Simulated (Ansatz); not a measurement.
**ZrN in the rock salt structure (space group Fm-3m, No. 225)**

```yaml
crystal:
  lattice:
    - [0.00000, 2.29761, 2.29761]
    - [2.29761, 0.00000, 2.29761]
    - [2.29761, 2.29761, 0.00000]
  atoms:
    - { symbol: N, position: [0.00000, 0.00000, 0.00000] }
    - { symbol: Zr, position: [0.50000, 0.50000, 0.50000] }
```

All numbers come from Kohn–Sham DFT with the PBE functional, run in Ansatz (an electronic-structure program) with PAW and 420 eV plane waves, scalar-relativistic without spin-orbit coupling, earlier PAW set. k-mesh 17×17×17 (Γ-centred); smearing 0.05 eV (Fermi–Dirac).

| Property | Result |
|---|---|
| Volume per atom | 12.13 Å³ |
| Density | 7.20 g/cm³ |
| Band gap | zero |
| Total energy | -2285.667 eV/atom (σ→0; compares only within this code and set-up) |

Whether these cells are dynamically stable was not tested. The final runs are not spin-polarised. An odd electron count without spin: ZrN.
